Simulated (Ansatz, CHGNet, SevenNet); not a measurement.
Cubic perovskite KZnF3: properties by level of theory

Reference values: lattice constant a 4.055 Å (measured, room temperature, no zero-point or thermal correction; as tabulated in Dubrovin et al. (2021), arXiv:2110.13026); elastic constant C11 134 ± 1 GPa (measured, temperature not stated, not corrected to a static lattice; as tabulated in Vaitheeswaran et al. (2016), arXiv:1609.00541); elastic constant C44 38.1 GPa (measured, temperature not stated, not corrected to a static lattice; as tabulated in Vaitheeswaran et al. (2016), arXiv:1609.00541).

| level (code) | lattice parameter a (Å) | elastic constant C11 (GPa) | elastic constant C44 (GPa) | Voigt–Reuss–Hill shear modulus (GPa) |
|---|---|---|---|---|
| CHGNet 0.3.0 | (withheld) | 112 | 27.9 | 29.7 |
| CHGNet-r²SCAN | 4.048 | 124 | 19.2 | 25.1 |
| SevenNet-l3i5 | 4.127 | 124 | (withheld) | (withheld) |
| PBE (Ansatz) | 4.128 | 115 | 31.9 | 32.8 |
| r²SCAN (Ansatz) | 4.046 | 145 | 36.9 | 39.9 |

Problem. What belongs in the gaps?

Solution. 
- CHGNet 0.3.0, lattice parameter a (Å): 4.133
- SevenNet-l3i5, elastic constant C44 (GPa): 31.5
- SevenNet-l3i5, Voigt–Reuss–Hill shear modulus (GPa): 34.3

Differences from the reference values (errors of the level alone only where the reference is corrected to a static lattice):

```tsv
level	lattice constant a (%)	elastic constant C11 (%)	elastic constant C44 (%)
CHGNet 0.3.0	+1.92	-16.4	-27
CHGNet-r²SCAN	-0.17	-7.5	-50
SevenNet-l3i5	+1.78	-7.5	-17.3
PBE	+1.80	-14.2	-16.3
r²SCAN	-0.22	+8.2	-3.1
```

Nearest: lattice constant a, not ranked (reference at room or unstated temperature); elastic constant C11, not ranked (reference at room or unstated temperature); elastic constant C44, not ranked (reference at room or unstated temperature).

Machine-learned potentials (CHGNet 0.3.0, CHGNet-r²SCAN, SevenNet-l3i5) are trained on DFT data: a solid inside that data is no test of them.

Ansatz's density-functional and Hartree–Fock values are scalar-relativistic unless marked +SOC, with PAW data made under PBE.

Differences are worked out from the printed values.

The computed numbers hold no vibrational or temperature effects.

Ansatz is a quantum-chemistry and plane-wave program.
